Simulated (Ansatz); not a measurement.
For Y3Si (model structure, started from the A15 type, Pm-3n, No. 223, 8 atoms in the cell), PBE (plane waves, PAW; Ansatz, a program for electronic structure) gives:

```
Property                    Result
------------------  --------------
lattice constant a         5.921 Å
formation enthalpy  -0.177 eV/atom
```

Task: What does PBE-D3(BJ) (Ansatz, plane waves, PAW) give for the same quantities?

Result: 
- lattice constant a: 5.833 Å (drops by 1.5 %)
- formation enthalpy: -0.228 eV/atom (moves by -0.051 eV/atom)

Changes are worked out from the printed values.

Unless a cell is named, each level is at its own relaxed cell (PBE 25.95, PBE-D3(BJ) 24.80 Å³/atom).

Ansatz's density-functional and Hartree–Fock values are scalar-relativistic unless marked +SOC, with PAW data made under PBE.

A model structure was made by putting elements into a prototype or built by hand; it is no filed structure, need not be a known phase, and can be a saddle point held by its symmetry.
